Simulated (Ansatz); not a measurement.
Electronic density of states of amorphous Si₂₄Al₆Y₆O₄₈N₁₂, density 3.10 g/cm³, on a 2×2×2 Γ-centred mesh with a Gaussian width of 0.1 eV; energies count from the Fermi level, whose place inside the gap is arbitrary. Cell and mesh are small, so fine structure isn't converged. Calculation: PBE, scalar-relativistic without spin-orbit coupling (plane waves to 420 eV, PAW; Ansatz, a quantum-chemistry and plane-wave program). Sampling: a 2×2×2 Γ-centred mesh; Fermi-Dirac width 0.02 eV; no spin polarisation. At PBE the levels at the filled edge of the gap are localised (band-tail or defect states), and the nearest spread-out levels lie 3.7 eV apart at the zone centre.

It comes from a melt-quench run on a machine-learned potential (CHGNet), relaxed afterwards by DFT. O and N atoms were pushed apart under 1.9 Å during the dynamics, to hinder bonds among them. The hot cell started wider than the set density and was brought back towards it in steps. It is the lowest in DFT energy of 2 quenches. It is a model cell: composition and starting density were chosen by hand, and all elements were melted together. No dispersion term was used. Its density started from a set value of 3.20 and ended at 3.10 g/cm³. The quench (nominally 570 K/ps over its main leg) was far faster than any real one, so the model tends to hold more defects than a real film. Values belong to this one cell and scatter from quench to quench. Volume and shape were free in the relaxation.

| E - EF (eV) | states/(eV atom) |
|---|---|
| -12.00 | 0.00 |
| -11.90 | 0.00 |
| -11.80 | 0.00 |
| -11.70 | 0.00 |
| -11.60 | 0.00 |
| -11.50 | 0.01 |
| -11.40 | 0.08 |
| -11.30 | 0.13 |
| -11.20 | 0.20 |
| -11.10 | 0.18 |
| -11.00 | 0.12 |
| -10.90 | 0.13 |
| -10.80 | 0.14 |
| -10.70 | 0.13 |
| -10.60 | 0.12 |
| -10.50 | 0.12 |
| -10.40 | 0.13 |
| -10.30 | 0.14 |
| -10.20 | 0.15 |
| -10.10 | 0.13 |
| -10.00 | 0.12 |
| -9.90 | 0.11 |
| -9.80 | 0.14 |
| -9.70 | 0.17 |
| -9.60 | 0.18 |
| -9.50 | 0.19 |
| -9.40 | 0.24 |
| -9.30 | 0.23 |
| -9.20 | 0.18 |
| -9.10 | 0.12 |
| -9.00 | 0.15 |
| -8.90 | 0.16 |
| -8.80 | 0.22 |
| -8.70 | 0.25 |
| -8.60 | 0.25 |
| -8.50 | 0.26 |
| -8.40 | 0.25 |
| -8.30 | 0.28 |
| -8.20 | 0.31 |
| -8.10 | 0.32 |
| -8.00 | 0.33 |
| -7.90 | 0.38 |
| -7.80 | 0.41 |
| -7.70 | 0.36 |
| -7.60 | 0.34 |
| -7.50 | 0.40 |
| -7.40 | 0.46 |
| -7.30 | 0.48 |
| -7.20 | 0.44 |
| -7.10 | 0.43 |
| -7.00 | 0.47 |
| -6.90 | 0.49 |
| -6.80 | 0.48 |
| -6.70 | 0.45 |
| -6.60 | 0.46 |
| -6.50 | 0.46 |
| -6.40 | 0.49 |
| -6.30 | 0.51 |
| -6.20 | 0.56 |
| -6.10 | 0.59 |
| -6.00 | 0.55 |
| -5.90 | 0.48 |
| -5.80 | 0.52 |
| -5.70 | 0.58 |
| -5.60 | 0.58 |
| -5.50 | 0.56 |
| -5.40 | 0.56 |
| -5.30 | 0.59 |
| -5.20 | 0.62 |
| -5.10 | 0.60 |
| -5.00 | 0.64 |
| -4.90 | 0.66 |
| -4.80 | 0.68 |
| -4.70 | 0.72 |
| -4.60 | 0.74 |
| -4.50 | 0.78 |
| -4.40 | 0.81 |
| -4.30 | 0.85 |
| -4.20 | 0.80 |
| -4.10 | 0.74 |
| -4.00 | 0.70 |
| -3.90 | 0.72 |
| -3.80 | 0.73 |
| -3.70 | 0.70 |
| -3.60 | 0.61 |
| -3.50 | 0.55 |
| -3.40 | 0.59 |
| -3.30 | 0.57 |
| -3.20 | 0.52 |
| -3.10 | 0.48 |
| -3.00 | 0.48 |
| -2.90 | 0.42 |
| -2.80 | 0.32 |
| -2.70 | 0.33 |
| -2.60 | 0.37 |
| -2.50 | 0.31 |
| -2.40 | 0.15 |
| -2.30 | 0.03 |
| -2.20 | 0.06 |
| -2.10 | 0.16 |
| -2.00 | 0.15 |
| -1.90 | 0.09 |
| -1.80 | 0.13 |
| -1.70 | 0.15 |
| -1.60 | 0.08 |
| -1.50 | 0.01 |
| -1.40 | 0.00 |
| -1.30 | 0.00 |
| -1.20 | 0.00 |
| -1.10 | 0.00 |
| -1.00 | 0.00 |
| -0.90 | 0.00 |
| -0.80 | 0.00 |
| -0.70 | 0.00 |
| -0.60 | 0.00 |
| -0.50 | 0.00 |
| -0.40 | 0.00 |
| -0.30 | 0.00 |
| -0.20 | 0.00 |
| -0.10 | 0.00 |
| 0.00 | 0.00 |
| 0.10 | 0.00 |
| 0.20 | 0.00 |
| 0.30 | 0.00 |
| 0.40 | 0.00 |
| 0.50 | 0.00 |
| 0.60 | 0.00 |
| 0.70 | 0.00 |
| 0.80 | 0.00 |
| 0.90 | 0.00 |
| 1.00 | 0.00 |
| 1.10 | 0.00 |
| 1.20 | 0.00 |
| 1.30 | 0.00 |
| 1.40 | 0.00 |
| 1.50 | 0.00 |
| 1.60 | 0.01 |
| 1.70 | 0.01 |
| 1.80 | 0.00 |
| 1.90 | 0.01 |
| 2.00 | 0.05 |
| 2.10 | 0.11 |
| 2.20 | 0.18 |
| 2.30 | 0.17 |
| 2.40 | 0.17 |
| 2.50 | 0.17 |
| 2.60 | 0.23 |
| 2.70 | 0.27 |
| 2.80 | 0.28 |
| 2.90 | 0.28 |
| 3.00 | 0.28 |
| 3.10 | 0.30 |
| 3.20 | 0.31 |
| 3.30 | 0.34 |
| 3.40 | 0.33 |
| 3.50 | 0.36 |
| 3.60 | 0.40 |
| 3.70 | 0.42 |
| 3.80 | 0.40 |
| 3.90 | 0.35 |
| 4.00 | 0.32 |
| 4.10 | 0.36 |
| 4.20 | 0.32 |
| 4.30 | 0.28 |
| 4.40 | 0.31 |
| 4.50 | 0.38 |

The level gap on this mesh is 3.28 eV; the broadening fills part of it in the curve.
